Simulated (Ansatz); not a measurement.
Worked calculations on one periodic cell of amorphous Si₃₀N₄₁In: Si30N41In, 72 atoms, volume 820.4 Å³, made by a melt-quench on the CHGNet potential and relaxed with DFT. N atoms were pushed apart under 1.9 Å during the dynamics, to hinder bonds among them. It is a model cell: composition and starting density were chosen by hand, and all elements were melted together. Cycles of charging were run to anneal it. Method: PBE, scalar-relativistic without spin-orbit coupling (plane waves to 420 eV, PAW; Ansatz, a first-principles code). Sampling: a 2×2×2 Γ-centred mesh; Fermi-Dirac width 0.02 eV; no spin polarisation. Its volume was relaxed, its shape was free, and it stands at a mean pressure of 0.1 GPa with stress components up to 0.2 GPa; the relaxation ran on the zone centre alone. Its density went from a set 3.12 to 3.10 g/cm³. The cell is small and was quenched far faster than a real film, so it is one sample of the glass.

Task: Count formal charges (Si +4, N -3, In +3). What does the count lead one to expect at the Fermi level, and what does the calculation give?

Result: 30 × (+4) + 41 × (-3) + 1 × (+3) = 0. The charges balance, so the anion-derived valence states can be full and a gap can open. On this mesh the highest filled and lowest empty level lie 2.29 eV apart, the PBE gap of this cell, with a localised state at one edge or both.

Four energies for an added electron at PBE on the zone centre alone (charged cells in a uniform background, spin-polarised): neutral at the neutral geometry -40468.667 eV; charged at the neutral geometry -40458.942 eV; charged and relaxed -40459.348 eV; neutral at the charged geometry -40467.959 eV.

Task: Find the two relaxation energies and their sum, the reorganisation energy.

Result: On charging: -40458.942 − (-40459.348) = 0.406 eV. On discharging: -40467.959 − (-40468.667) = 0.708 eV. The sum is 1.114 eV. The carrier's level spreads over 5 of the 72 atoms' worth, so it counts as localised, most on one In atom with neighbours N 2.17 Å, N 2.19 Å, N 2.21 Å, N 2.23 Å (neutral geometry). The values are uncorrected: the image energy of a point charge in this cell, 2.84 × 14.40 / (2 × 9.4) = 2.2 eV before screening, is screened by electrons alone at the fixed geometry and by ions too after relaxing, and the carrier can be spread before it relaxes, so each term can be off by up to that value times 1/ε∞, some tenths of an eV. PBE's self-interaction favours spread-out carriers, so a hybrid can localise more.

Four energies for a hole at PBE on the zone centre alone (charged cells in a uniform background, spin-polarised): neutral at the neutral geometry -40468.667 eV; charged at the neutral geometry -40475.889 eV; charged and relaxed -40475.964 eV; neutral at the charged geometry -40468.503 eV.

Task: Find the two relaxation energies and their sum, the reorganisation energy.

Result: On charging: -40475.889 − (-40475.964) = 0.075 eV. On discharging: -40468.503 − (-40468.667) = 0.164 eV. The sum is 0.239 eV. The carrier's level spreads over 8 of the 72 atoms' worth, so it counts as partly localised, most on one N atom with neighbours Si 1.65 Å, Si 1.67 Å (neutral geometry). The values are uncorrected: the image energy of a point charge in this cell, 2.84 × 14.40 / (2 × 9.4) = 2.2 eV before screening, is screened by electrons alone at the fixed geometry and by ions too after relaxing, and the carrier can be spread before it relaxes, so each term can be off by up to that value times 1/ε∞, some tenths of an eV. PBE's self-interaction favours spread-out carriers, so a hybrid can localise more.
